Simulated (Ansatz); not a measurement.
The cell is made up: elements placed on another compound's structure type, so the phase may be hypothetical.

Inside the gap of an insulator the Bloch states are evanescent, with a wavenumber k + iκ along the transport direction.

Data:

```yaml
crystal:
  lattice:
    - [3.88777, 0.00000, 0.00000]
    - [0.00000, 6.60808, 0.00000]
    - [0.00000, 0.00000, 6.60808]
  atoms:
    - { symbol: Al, position: [0.00000, 0.67226, 0.32774] }
    - { symbol: Al, position: [0.00000, 0.32774, 0.67226] }
    - { symbol: Al, position: [0.50000, 0.82774, 0.82774] }
    - { symbol: Al, position: [0.50000, 0.17226, 0.17226] }
    - { symbol: P, position: [0.00000, 0.31250, 0.31250] }
    - { symbol: P, position: [0.00000, 0.68750, 0.68750] }
    - { symbol: P, position: [0.50000, 0.81250, 0.18750] }
    - { symbol: P, position: [0.50000, 0.18750, 0.81250] }
```

Space group of this cell: P4_2/mnm. The cell was relaxed by PBE-D3(BJ); by PBEsol its mean pressure is 0.8 GPa.

Transport runs along the normal of the first two printed cell vectors.

The gap is the functional's own, uncorrected, and κ follows it; spin-orbit coupling is left out. Mid-gap values are interpolated between the computed energies.

**Question.** Estimate the band gap and the smallest decay constant κ at mid-gap that PBEsol (Ansatz, a quantum-chemistry and plane-wave program) returns for this system.

**Answer.** Gap 1.72 eV on a 8×6×6 mesh; κ = 0.181 1/Å, at the zone centre.
